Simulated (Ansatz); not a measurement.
A relaxation of cell and atoms of Na3Ca (P1, 4 atoms in the cell) with Ansatz (an electronic-structure program).

Method: LDA (PW92), PAW files made with PBE (plane waves; Ansatz).

```yaml
crystal:
  lattice:
    - [5.35463, 0.00000, 0.00000]
    - [0.00000, 5.35463, 0.00000]
    - [0.00000, 0.00000, 5.35463]
  atoms:
    - { symbol: Na, position: [0.00451, 0.49751, 0.49936] }
    - { symbol: Na, position: [0.49938, 0.00421, 0.50437] }
    - { symbol: Na, position: [0.49663, 0.49667, 0.99444] }
    - { symbol: Ca, position: [0.99947, 0.00161, 0.00183] }
```

Reference input (self-consistent single point, DFT, LDA (PW92), plane waves, PAW files made with PBE): kpoints.mp_grid.grid = 4 4 4; hamiltonian.xc = lda; hamiltonian.pseudopotentials = {kind: paw} (the program's default PAW files); scf.occupations.method = gaussian; scf.occupations.width = 0.272 eV. This run's input differs from it in these lines:

```diff
@@ -22,2 +22,4 @@
     width: 0.272
+relax:
+  cell: {}
 output:
```

The program printed (abridged):

```
   [... SCF lines of the steps left out ...]
relax step   1: F+E_penalty+E_count = -6172.12384115 eV  Δ(F+E_penalty+E_count) = +0.000e0 eV  max|allowed force component| = 3.092e-2 eV/Å  Δτ_max = 0.0000 Å  P = -0.961 GPa  Ω = 153.528 Å³  (8 SCF iters, dr2 threshold 1.00e-7 eV, accepted)
relax step   2: F+E_penalty+E_count = -6172.14705009 eV  Δ(F+E_penalty+E_count) = -2.321e-2 eV  max|allowed force component| = 1.921e-2 eV/Å  Δτ_max = 0.0089 Å  P = -0.730 GPa  Ω = 149.310 Å³  energy of the carried Pulay correction = +4.357e-5 eV  [...]
relax step   3: F+E_penalty+E_count = -6172.16924496 eV  Δ(F+E_penalty+E_count) = -2.219e-2 eV  max|allowed force component| = 6.914e-3 eV/Å  Δτ_max = 0.0208 Å  P = -0.301 GPa  Ω = 142.831 Å³  energy of the carried Pulay correction = +1.129e-4 eV  [...]
relax step   4: F+E_penalty+E_count = -6172.17300837 eV  Δ(F+E_penalty+E_count) = -3.763e-3 eV  max|allowed force component| = 2.523e-3 eV/Å  Δτ_max = 0.0110 Å  P = +0.036 GPa  Ω = 138.604 Å³  energy of the carried Pulay correction = +1.598e-4 eV  [...]
relax step   5: F+E_penalty+E_count = -6172.17283229 eV  Δ(F+E_penalty+E_count) = +1.761e-4 eV  max|allowed force component| = 2.518e-3 eV/Å  Δτ_max = 0.0000 Å  P = +0.036 GPa  Ω = 138.604 Å³  stress off target by 3.64e-2 GPa  SCF on the basis [...]
basis re-selected at this cell: Δ(F+E_penalty+E_count) = +1.761e-4 eV, ΔP = +0.000 GPa vs the last step
Free energy (F): -6172.172832 eV
Internal energy: -6172.087324 eV  (E = F + TS)
E sigma→0 (E₀):  -6172.130078 eV
Entropy (-TS):   -0.085508 eV (-21.377 meV/atom)
Fermi energy:    2.875866 eV
--- Forces (eV/Å), atoms counted from 1 ---
  atom   1  Na     0.00065429    -0.00003297    -0.00145931
  atom   2  Na     0.00076053     0.00083741    -0.00041353
  atom   3  Na     0.00017517    -0.00019371    -0.00064546
  atom   4  Ca    -0.00159002    -0.00061073     0.00251837
--- Stress (GPa, compression-positive) ---
        0.036166       0.000145      -0.000041
   [... lines left out ...]
  cell:  # Å, volume = 138.6040 Å³
   [... lines left out ...]
  atoms:
    - { symbol: Na, position: [-0.0001993706636333965, 0.5000293620454599, 0.5001039918059612] }
    - { symbol: Na, position: [0.4999572782286869, -0.0002042462640407619, 0.4999406194890827] }
    - { symbol: Na, position: [0.5000485881753576, 0.5000544914978445, 0.00023044855692750445] }
    - { symbol: Ca, position: [0.00019350425958887285, 0.00012039272073620822, -0.00027605985197162166] }
```

The run converged. 

Summary of the result:
| Quantity | Result |
|---|---|
| Free energy E − TS (on the zero of these files) | -6172.1728 eV |
| Fermi level (on the code's own zero) | 2.88 eV |
| Pressure | 0.04 GPa |
| Largest force (vector length) | 0.003 eV/Å |
| Final cell | a = 5.175 Å, b = 5.175 Å, c = 5.175 Å, α = 90.00°, β = 90.00°, γ = 90.00° |
| Final volume per atom | 34.65 Å³ |
| Relaxation steps | 5 |

The starting cell comes from a database of computed structures (which also holds hypothetical and non-ambient phases and stackings), without a prior relaxation at this level. Its atoms were displaced at random from the sites of space group no. 221. Ansatz's pressure includes its estimate of the finite-basis (Pulay) stress.

Keys are those of Ansatz 0.2.
